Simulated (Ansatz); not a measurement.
Base system: La2O3 (space group P-3m1, No. 164; a = 3.940 Å, c = 6.188 Å).

(Cell as relaxed with PBE.)

Levels (all Ansatz, a first-principles code, PAW): PBE (420 eV, no spin-orbit coupling); r2SCAN (500 eV, scalar-relativistic without spin-orbit coupling).

Each level relaxes its own structure.

```tsv
base	PBE	r2SCAN
volume per atom	16.64 Å³	16.43 Å³
lattice parameter a	3.940 Å	3.935 Å
band gap	3.83 eV	4.23 eV
```

The change: a hydrostatic pressure of 30 GPa.

```csv
quantity,PBE,r2SCAN
electron mass,"1.4 mₑ along c, 1.3 mₑ across (at K)","1.1 mₑ along c, 1.0 mₑ across (at K)"
band gap,3.74 eV,4.08 eV
```

PBE's band gap lies 0.34 eV below r2SCAN's. Neither level is exact; r2SCAN is the comparison here, not a measurement.

Load acts through the strain it causes; cell and atoms are relaxed under it. Masses are band curvatures over ±0.01 Å⁻¹ around the edge. Whether these cells are dynamically stable was not tested. Competing high-pressure phases were not computed.
